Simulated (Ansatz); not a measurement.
Consider the formation energy of Fe_Mg in Mg (hcp, P6₃/mmc). Reaction: 53 Mg (hcp) + Fe (bcc) → cell A.

Cell A: a supercell of 54 sites of Mg (hcp, P6₃/mmc) with Fe on a Mg site (12 Mg at 3.06–3.09 Å); spin state with PBE: net moment 2.4 μB a cell, k-point mesh 5×5×3.
```yaml
crystal:
  lattice:
    - [9.58494, 0.00000, 0.00000]
    - [-4.79247, 8.30081, 0.00000]
    - [0.00000, 0.00000, 15.58900]
  atoms:
    - { symbol: Fe, position: [0.00000, 0.00000, 0.00000] }
    - { symbol: Mg, position: [0.10735, 0.21470, 0.15979] }
    - { symbol: Mg, position: [0.00000, 0.00000, 0.33217] }
    - { symbol: Mg, position: [0.11114, 0.22228, 0.50000] }
    - { symbol: Mg, position: [0.00000, 0.00000, 0.66783] }
    - { symbol: Mg, position: [0.10735, 0.21470, 0.84021] }
    - { symbol: Mg, position: [0.99810, 0.32182, 0.00000] }
    - { symbol: Mg, position: [0.11067, 0.55533, 0.16525] }
    - { symbol: Mg, position: [0.00072, 0.33298, 0.33203] }
    - { symbol: Mg, position: [0.11112, 0.55556, 0.50000] }
    - { symbol: Mg, position: [0.00072, 0.33298, 0.66797] }
    - { symbol: Mg, position: [0.11067, 0.55533, 0.83475] }
    - { symbol: Mg, position: [0.99810, 0.67629, 0.00000] }
    - { symbol: Mg, position: [0.10735, 0.89265, 0.15979] }
    - { symbol: Mg, position: [0.00072, 0.66774, 0.33203] }
    - { symbol: Mg, position: [0.11114, 0.88886, 0.50000] }
    - { symbol: Mg, position: [0.00072, 0.66774, 0.66797] }
    - { symbol: Mg, position: [0.10735, 0.89265, 0.84021] }
    - { symbol: Mg, position: [0.32371, 0.00190, 0.00000] }
    - { symbol: Mg, position: [0.44595, 0.22298, 0.16721] }
    - { symbol: Mg, position: [0.33226, 0.99928, 0.33203] }
    - { symbol: Mg, position: [0.44390, 0.22195, 0.50000] }
    - { symbol: Mg, position: [0.33226, 0.99928, 0.66797] }
    - { symbol: Mg, position: [0.44595, 0.22298, 0.83279] }
    - { symbol: Mg, position: [0.32371, 0.32182, 0.00000] }
    - { symbol: Mg, position: [0.44467, 0.55533, 0.16525] }
    - { symbol: Mg, position: [0.33226, 0.33298, 0.33203] }
    - { symbol: Mg, position: [0.44444, 0.55556, 0.50000] }
    - { symbol: Mg, position: [0.33226, 0.33298, 0.66797] }
    - { symbol: Mg, position: [0.44467, 0.55533, 0.83475] }
    - { symbol: Mg, position: [0.33333, 0.66667, 0.00000] }
    - { symbol: Mg, position: [0.44467, 0.88933, 0.16525] }
    - { symbol: Mg, position: [0.33333, 0.66667, 0.33269] }
    - { symbol: Mg, position: [0.44444, 0.88888, 0.50000] }
    - { symbol: Mg, position: [0.33333, 0.66667, 0.66731] }
    - { symbol: Mg, position: [0.44467, 0.88933, 0.83475] }
    - { symbol: Mg, position: [0.67818, 0.00190, 0.00000] }
    - { symbol: Mg, position: [0.77702, 0.22298, 0.16721] }
    - { symbol: Mg, position: [0.66702, 0.99928, 0.33203] }
    - { symbol: Mg, position: [0.77805, 0.22195, 0.50000] }
    - { symbol: Mg, position: [0.66702, 0.99928, 0.66797] }
    - { symbol: Mg, position: [0.77702, 0.22298, 0.83279] }
    - { symbol: Mg, position: [0.66667, 0.33333, 0.00000] }
    - { symbol: Mg, position: [0.77702, 0.55405, 0.16721] }
    - { symbol: Mg, position: [0.66667, 0.33333, 0.33403] }
    - { symbol: Mg, position: [0.77805, 0.55610, 0.50000] }
    - { symbol: Mg, position: [0.66667, 0.33333, 0.66597] }
    - { symbol: Mg, position: [0.77702, 0.55405, 0.83279] }
    - { symbol: Mg, position: [0.67818, 0.67629, 0.00000] }
    - { symbol: Mg, position: [0.78530, 0.89265, 0.15979] }
    - { symbol: Mg, position: [0.66702, 0.66774, 0.33203] }
    - { symbol: Mg, position: [0.77772, 0.88886, 0.50000] }
    - { symbol: Mg, position: [0.66702, 0.66774, 0.66797] }
    - { symbol: Mg, position: [0.78530, 0.89265, 0.84021] }
```

Reference: Mg (hcp, P6₃/mmc), 54 atoms in the cell, the relaxed perfect crystal repeated, atoms not moved again, k-point mesh 5×5×3 on the run's own vectors.

Reference: Fe (bcc, Im-3m), 1 atom in the cell; spin state with PBE: net moment 2.2 μB a cell, k-point mesh 30×30×30 on the run's own vectors. Conventional cell: a = 2.8316 Å, b = 2.8316 Å, c = 2.8316 Å, α = 90.00°, β = 90.00°, γ = 90.00°.

Computed with Ansatz (plane waves, PAW), its PAW set soft_1, cutoff 420 eV. The structures are at rest with PBE, within the held lattices. Neutral cells; Fermi-Dirac smearing of at most 0.10 eV in the solids, energies taken to zero width. Larger cells are relaxed from a start prepared with the learned potential CHGNet, on a coarser mesh till forces fall under 0.03 eV/Å, which some starts already meet. A dispersion term (D3(BJ), or D4 for r2SCAN) was computed beside these levels and is taken off wherever the name lacks it. Space groups of crystals are read within 0.01 Å. No zero-point or thermal terms. The structures are the rest points that the relaxations reached, not proven lowest. No search over spin orders was made beyond those shown. No correction for cell size. Mesh and cell size may move defect energies by 0.1 eV or more. Cell A has symmetry P-6m2 within 0.02 Å and got no random move, so less symmetric positions, which may lie lower, weren't tried.

Question: Predict the value from PBE.

Answer: 1.23 eV, for 53 Mg (hcp) + Fe (bcc) → cell A.

Ansatz is an electronic-structure program.
